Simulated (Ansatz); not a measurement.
Take ZnCu2GeS4 (space group I-4, No. 82; a = 5.267 Å, c = 10.485 Å) as the base. Axes: x, y, z lie along a, b, c of the conventional cell.

Computed with PBEsol (Ansatz, a first-principles code, PAW, without spin-orbit coupling).

Before the change:

The valence-band top at Γ is 0.00, -0.08, -0.08 eV and the valley order is Γ 0.60 eV; X (0, 0, 1/2) 0.78 eV; M (1/2, 1/2, 1/2) 1.46 eV.

One thing is altered: the cell is stretched by 0.81 % along y with no lateral relaxation, atoms relaxed at fixed cell.

### Question
How does this affect the valence-band top at Γ?

### Answer
The valence-band top at Γ (three highest levels, from the VBM) changes from 0.00, -0.08, -0.08 eV to 0.00, -0.07, -0.10 eV.

### Question
What does the calculation give for the valley order after the change?

### Answer
The valley order (the lowest conduction-band minima on the path, energy above the VBM, named in the base's zone) becomes Γ 0.57 eV; X (0, 0, 1/2) 0.75 eV; X (1/2, 1/2, 0) 0.76 eV; M (1/2, 1/2, 1/2) 1.44 eV (base: Γ 0.60 eV; X (0, 0, 1/2) 0.78 eV; M (1/2, 1/2, 1/2) 1.46 eV).

### Question
Estimate the effect on the stress.

### Answer
The stress (xx, yy, zz, yz, xz, xy; compression positive) comes out as (-0.55, -0.92, -0.56, 0.00, 0.00, 0.00) GPa.

The levels and masses belong to the bands next to the band gap. The cells carry an imposed strain or load. Stability against distortions was not tested. All final runs are without spin polarisation.
